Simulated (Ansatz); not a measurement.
Start from MgO in the rock salt structure (space group Fm-3m, No. 225; a = 4.214 Å). Axes: x, y, z lie along the cube axes.

Now apply this change: uniaxial stress, 1 GPa tension along x, with the cell and atoms free to relax against it.

Calculations: Kohn–Sham DFT with the PBEsol functional, run in Ansatz (an electronic-structure program) with PAW and 420 eV plane waves, scalar-relativistic without spin-orbit coupling.

Question: Give the band edges at the high-symmetry points of the new zone, measured from its valence-band maximum.

Answer: 
```csv
point,valence edge (eV),conduction edge (eV)
Γ,0.00,4.59
X,-1.35,8.93
P,-1.77,11.47
N,-0.66,7.72
M,-1.34,8.98
S,-1.14,9.96
S₀,-1.14,9.96
R,-1.80,11.42
G,-1.80,11.42
```

The gap is 4.59 eV, direct at Γ.

Load acts through the strain it causes; cell and atoms are relaxed under it. Stability under load was not tested beyond the relaxation. Labels are those of the standard path for the cell's own space group.
